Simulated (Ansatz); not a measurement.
# How the smallest direct gap on the k points sampled of CdGaNO (model structure, started from the AlSiCN type, P3m1, No. 156, 4 atoms in the cell) moves with the method

No measured value is used here.

```csv
level (code),value (eV),cell (Å³/atom)
LDA (Ansatz),0.62,12.81
PBE (Ansatz),0.45,13.81
PBEsol (Ansatz),0.51,13.25
r²SCAN (Ansatz),0.87,13.32
```

Computed values are for a static lattice. Spin–orbit coupling is included only where a level's name says +SOC; with heavier elements it mostly lowers gaps and can invert bands.  Each level is taken at its own relaxed cell. Cutoffs differ between the levels. Ansatz's density-functional and Hartree–Fock values are scalar-relativistic unless marked +SOC, with PAW data made under PBE.

A model structure was made by putting elements into a prototype or built by hand; it is no filed structure, need not be a known phase, and can be a saddle point held by its symmetry.

Ansatz is a program for electronic structure.
